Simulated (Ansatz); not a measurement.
**How the equilibrium volume per atom of TiB2 (model structure, started from the C49 type, Cmcm, No. 63, 6 atoms in the cell) moves with the method**

No measured value is used here.

```tsv
level (code)	value (Å³/atom)
PBE (Ansatz)	9.72
PBEsol (Ansatz)	9.49
PBE-D3(BJ) (Ansatz)	9.40
```

Ansatz's density-functional and Hartree–Fock values are scalar-relativistic unless marked +SOC, with PAW data made under PBE.

A model structure was made by putting elements into a prototype or built by hand; it is no filed structure, need not be a known phase, and can be a saddle point held by its symmetry.

Ansatz is a program for electronic structure.
